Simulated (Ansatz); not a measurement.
A zone-centre phonon calculation of ZnSb2 (P-4n2, 6 atoms in the cell) with Ansatz (a quantum-chemistry and plane-wave program).

Method: LDA (PW92), default PAW files made with PBE (plane waves; Ansatz).

```
ZnSb2
1.0
    6.79981     0.00000     0.00000
    0.00000     6.79981     0.00000
    0.00000     0.00000     3.21039
Zn Sb
2 4
Direct
  0.50000   0.50000   0.50000
  0.00000   0.00000   0.00000
  0.85289   0.35289   0.25000
  0.35289   0.14711   0.75000
  0.14711   0.64711   0.25000
  0.64711   0.85289   0.75000
```

Reference input (self-consistent single point, DFT, LDA (PW92), plane waves, default PAW files made with PBE): basis.ecutwfc = 30.9 Ry; kpoints.mp_grid.grid = 4 4 8; hamiltonian.xc = lda; hamiltonian.pseudopotentials = {kind: paw} (the program's default PAW files); scf.occupations.method = gaussian; scf.occupations.width = 0.0073 Ry. This run's input differs from it in these lines:

Ansatz 0.2 input:
```diff
@@ -16,3 +16,3 @@
 kpoints:
-  mp_grid: { grid: [4, 4, 8] }
+  mp_grid: { grid: [4, 4, 12] }
 hamiltonian:
@@ -22,6 +22,5 @@
   occupations: { method: gaussian, width: 0.0073 Ry }
-output:
-  forces: true
-  eigenvalues: true
-  stress: true
+phonons:
+  method: dfpt
+  qmesh: [1, 1, 1]
```

Output, abridged:

```
SCF iter   1: F=—  HF=-31835.140800 eV  |F-HF|=—  |Δ(HF+E_count)|=         —  Δρ=6.28e-3  dr2=2.81e-2  ethr=1.77e-3  ⟨swp⟩=8.5  Hψ=23096  notcnv=0  defer=26
all-band conjugate gradients solve this SCF's bands
preconditioner: auto → Kerker (q_TF=auto, 2.481 Å⁻¹)
SCF iter   2: F=—  HF=-31835.130832 eV  |F-HF|=—  |Δ(HF+E_count)|=   9.97e-3  Δρ=3.33e-3  dr2=1.08e-2  ethr=3.35e-5  ⟨swp⟩=2.6  Hψ=9095  notcnv=0  defer=34
   [... lines left out ...]
SCF iter   9: F=—  HF=-31835.126960 eV  |F-HF|=—  |Δ(HF+E_count)|=   2.75e-8  Δρ=1.33e-6  dr2=4.51e-9  ethr=8.85e-11  ⟨swp⟩=2.0  Hψ=9012  notcnv=0  defer=34
SCF iter  10: F=—  HF=-31835.126960 eV  |F-HF|=—  |Δ(HF+E_count)|=   1.06e-9  Δρ=3.07e-7  dr2=1.72e-10  ethr=5.37e-12  ⟨swp⟩=3.0  Hψ=9176  notcnv=0  defer=34
SCF iter  11: F=—  HF=-31835.126960 eV  |F-HF|=—  |Δ(HF+E_count)|=  1.46e-11  Δρ=1.04e-7  dr2=1.48e-11  ethr=1.00e-12  ⟨swp⟩=1.0  Hψ=4808  notcnv=0  defer=34
SCF iter  12: F=-31835.126960 eV  HF=-31835.126960 eV  |F-HF|=2.91e-11  |Δ(HF+E_count)|=  7.28e-12  Δρ=8.05e-8  dr2=5.08e-12  ethr=1.00e-12  ⟨swp⟩=11.5  Hψ=26228  notcnv=0
SCF 1 converged in 12 iterations: F = -31835.126960 eV  dr2 = 5.08e-12
DFPT response loops at Γ: preconditioner auto → Kerker (q_TF=auto, 2.481 Å⁻¹) (partly filled bands, converged f_vac=0.000) …
the response loops of the zone centre start from zero, take more passes and end by a threshold …
   [... lines left out ...]
WARN: on the 9×9×19 q-mesh 240 entries of the irreducible table, 1.651e0 modes per cell, the lowest at -30.21 cm⁻¹, stand at or below zero and are read as no …
Free energy (F): -31835.126960 eV
Fermi energy:    9.829765 eV
   [... lines left out ...]
  largest difference from the sums on the solved wave vectors: F 6.69e-1 eV, S 8.71e-4 and C_V 2.02e-4 eV/K
  zero-point energy: 0.092978 eV/cell   skipped modes (ω ≤ 0): 243, of them read as no rigid motion or as one in doubt …
```

The run converged in 12 iterations. 

Summary of the result:
```
Item                                                                                                                            Result
--------------------------------------------------------  ----------------------------------------------------------------------------
Free energy E − TS (on the zero of these files)                                                                         -31835.1270 eV
Fermi level (on the code's own zero)                                                                                           9.83 eV
Zone-centre frequencies (cm⁻¹; negative means imaginary)  -28, 0, 0, 0, 28, 40, 40, 41, 50, 50, 119, 121, 144, 144, 155, 165, 165, 173
```

The starting cell comes from a database of computed structures (which also holds hypothetical and non-ambient phases and stackings), without a prior relaxation at this level. Its lattice was rescaled by up to half a per cent.

Cost on one core of a shared machine: roughly 10 min.
